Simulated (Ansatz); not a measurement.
# Short convergence ladders for a (001) slab of NiTe2 (cut from a parent of space group no. 164; 6 atoms in the cell)

```
CELL_PARAMETERS angstrom
      3.88675     0.00000     0.00000
     -1.94337     3.36602     0.00000
      0.00000     0.00000    21.99591
ATOMIC_POSITIONS crystal
  Ni 0.00000 0.00000 0.37751
  Te 0.33333 0.66667 0.43677
  Te 0.66667 0.33333 0.31824
  Ni 0.00000 0.00000 0.62249
  Te 0.33333 0.66667 0.68176
  Te 0.66667 0.33333 0.56323
```

Base method: PBEsol, default PAW files made with PBE (plane waves; Ansatz, a first-principles code).

Base settings: basis.ecutwfc = 30.9 Ry; kpoints.mp_grid.grid = 9 9 1; hamiltonian.xc = pbesol; hamiltonian.pseudopotentials = {kind: paw} (the program's default PAW files); scf.occupations.method = gaussian; scf.occupations.width = 0.0073 Ry.

The count of work is k-points × plane waves × bands × iterations; it is no time. 

**The vacuum**

The mesh stays at the base's, so the ladder's end is converged at best in this setting alone.

Only quantities that move along the ladder and can be compared are tabulated.

```tsv
vacuum between outermost atoms (Å)	free energy less the last step's (meV/atom)	largest difference of a force vector from the last step's (eV/Å)	count of work / last
3.0	-57.29	0.212	0.23
4.0	-21.76	0.172	0.25
5.0	-6.30	0.074	0.31
6.0	-1.91	0.026	0.33
7.0	-0.66	0.009	0.35
8.0	-0.23	0.003	0.38
10.0	-0.02	0.000	0.43
12.0	0.00	0.000	0.47
14.0	0.00	0.000	0.52
17.0	0.00	0.000	0.59
20.0	0.01	0.000	0.73
25.0	0.00	0.000	0.87
30.0	0.00	0.000	1.0
```

Smallest vacuum between outermost atoms (Å) that holds the free energy within 5 meV/atom of the last step, with all finer ones: 6.0, at 0.33 of the last step's count of work; the step before is off by 6.3 meV/atom.

Smallest vacuum between outermost atoms (Å) that holds the forces within 0.01 eV/Å of the last step, with all finer ones: 7.0, at 0.35 of the last step's count of work; the step before is off by 0.026 eV/Å.

**The plane-wave cutoff**

The mesh stays at the base's, so the ladder's end is converged at best in this setting alone.

Only quantities that move along the ladder and can be compared are tabulated.

| basis.ecutwfc | free energy less the last step's (meV/atom) | largest difference of a force vector from the last step's (eV/Å) | count of work / last |
|---|---|---|---|
| 15.4 Ry | 6954.04 | 0.205 | 0.15 |
| 18.4 Ry | 1351.02 | 0.057 | 0.19 |
| 21.7 Ry | 176.77 | 0.073 | 0.24 |
| 26.1 Ry | 7.02 | 0.005 | 0.24 |
| 30.9 Ry | 1.70 | 0.001 | 0.36 |
| 37.1 Ry | 0.54 | 0.001 | 0.46 |
| 46.3 Ry | 0.20 | 0.000 | 0.64 |
| 61.7 Ry | 0.00 | 0.000 | 1.0 |

Coarsest basis.ecutwfc that holds the free energy within 5 meV/atom of the last step, with all finer ones: 30.9 Ry, at 0.36 of the last step's count of work; the step before is off by 7.0 meV/atom.

Coarsest basis.ecutwfc that holds the forces within 0.01 eV/Å of the last step, with all finer ones: 26.1 Ry, at 0.24 of the last step's count of work; the step before is off by 0.073 eV/Å.

On the base run: the starting cell comes from a database of computed structures (which also holds hypothetical and non-ambient phases and stackings), without a prior relaxation at this level. The slab is cut from that crystal, and its faces are unrelaxed. Its lattice was rescaled by up to half a per cent. Spin polarisation is off, so a magnetic state, if there is one, cannot be reached.

Keys are those of Ansatz 0.2.
